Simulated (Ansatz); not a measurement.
**How far PBE-D3(BJ) and PBEsol-D3(BJ) part for MoS2, uniaxial strain ε_zz = +5.87 %**

Start from MoS₂ in the 3R-MoS2 type structure (space group R3m, No. 160; layered, stacked along the Cartesian z axis).

```
MoS2
1.0
    1.57661     0.91026     5.99789
   -1.57661     0.91026     5.99789
    0.00000    -1.82051     5.99789
Mo S
1 2
Direct
  0.00002   0.00002   0.00002
  0.75353   0.75353   0.75353
  0.57975   0.57975   0.57975
```

Cartesian axes are those of the cell as printed.

(Cell as relaxed with PBE-D3(BJ).)

Levels (all Ansatz, a first-principles code, PAW, earlier PAW set): PBE-D3(BJ) (420 eV, no spin-orbit coupling); PBEsol-D3(BJ) (420 eV, no spin-orbit coupling).

Each level relaxes its own structure.

```
base                 PBE-D3(BJ)  PBEsol-D3(BJ)
-------------------  ----------  -------------
volume per atom        17.22 Å³       16.21 Å³
lattice parameter a     3.153 Å        3.116 Å
band gap                0.77 eV        0.50 eV
```

The change: the cell is stretched by 5.87 % along z with no lateral relaxation; the atoms relax in the strained cell.

```json
[
 {"quantity": "pressure (mean of the normal stresses, compression positive)", "PBE-D3(BJ)": "-1.00 GPa", "PBEsol-D3(BJ)": "-1.60 GPa"},
 {"quantity": "shift of the gap caused by the change", "PBE-D3(BJ)": "+0.31 eV", "PBEsol-D3(BJ)": "+0.36 eV"},
 {"quantity": "energy relative to the base (free energy F)", "PBE-D3(BJ)": "+7.4 meV/atom", "PBEsol-D3(BJ)": "+11 meV/atom"}
]
```

PBE-D3(BJ)'s pressure lies 0.60 GPa above PBEsol-D3(BJ)'s; PBE-D3(BJ)'s shift of the gap caused by the change lies 0.05 eV below PBEsol-D3(BJ)'s; PBE-D3(BJ)'s energy relative to the base lies 3.4 meV/atom below PBEsol-D3(BJ)'s. Neither level is exact; PBEsol-D3(BJ) is the comparison here, not a measurement.

No phonon test of stability was made.
